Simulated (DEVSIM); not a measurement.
Structure: Ni/SiON/n-In0.53Ga0.47As capacitor, at 250 K.

| layer (left to right) | material | thickness (nm) | Nd (cm⁻³) |
|---|---|---|---|
| 1 | SiON | 23.0 | - |
| 2 | In0.53Ga0.47As | 14000 | 1.7e15 |

Metal gate on the left, work function 5.1 eV. Fixed charge at the semiconductor interface 0 cm⁻² (in units of +e); no interface traps.

Constants are typed, rounded textbook-type inputs, not results; the design itself was drawn at random and stands for no fabricated device. Values at 300 K; Nc and Nv go as T^1.5, mobilities as T to minus their exponent, the gap by Varshni's rule with the affinity fixed.

```csv
parameter,SiON,In0.53Ga0.47As
gap (eV),7,0.74
affinity (eV),1.4,4.51
permittivity,5.5,13.9
Nc (cm⁻³),-,2.1e17
Nv (cm⁻³),-,7.7e18
Varshni α (eV/K),-,0.00035
Varshni β (K),-,190
```

Simulated with DEVSIM: 1D Poisson equation in equilibrium, Boltzmann statistics, complete ionisation; no quantum confinement or tunnelling. Metal contacts follow the ideal Schottky-Mott rule: no Fermi-level pinning, no interface dipoles.

### Question
Tabulate band edges, carrier densities and field at 0.1 V on the gate.

### Answer
Energies count from the Fermi level of the right contact; mesh points crowd at the junctions.

```
x (μm)    Ec (eV)  Ev (eV)  n (cm⁻³)  p (cm⁻³)  field (V/cm)
--------  -------  -------  --------  --------  ------------
0.000       3.600   -3.400     < 1e2     < 1e2        -29000
0.001834    3.595   -3.405     < 1e2     < 1e2        -29000
0.006265    3.582   -3.418     < 1e2     < 1e2        -29000
0.01514     3.556   -3.444     < 1e2     < 1e2        -29000
0.02141     3.537   -3.463     < 1e2     < 1e2        -29000
0.02308     0.423   -0.332     4.8e8    1.2e12        -12000
0.02516     0.420   -0.334     5.4e8    1.1e12        -12000
0.03429     0.410   -0.345     8.8e8    6.5e11        -11000
0.05510     0.387   -0.368     2.6e9    2.2e11        -11000
0.1107      0.330   -0.425    3.6e10    1.6e10         -9600
0.2594      0.211   -0.544    9.1e12     6.3e7         -6400
0.8830      0.098   -0.656    1.7e15    350000           -48
2.323       0.098   -0.657    1.7e15    340000           ≈ 0
6.172       0.098   -0.657    1.7e15    340000           ≈ 0
11.89       0.098   -0.657    1.7e15    340000           ≈ 0
13.22       0.098   -0.657    1.7e15    340000           ≈ 0
13.72       0.098   -0.657    1.7e15    340000           ≈ 0
13.91       0.098   -0.657    1.7e15    340000           ≈ 0
13.99       0.098   -0.657    1.7e15    340000           ≈ 0
14.01       0.098   -0.657    1.7e15    340000           ≈ 0
14.02       0.098   -0.657    1.7e15    340000           ≈ 0
14.02       0.098   -0.657    1.7e15    340000           ≈ 0
```
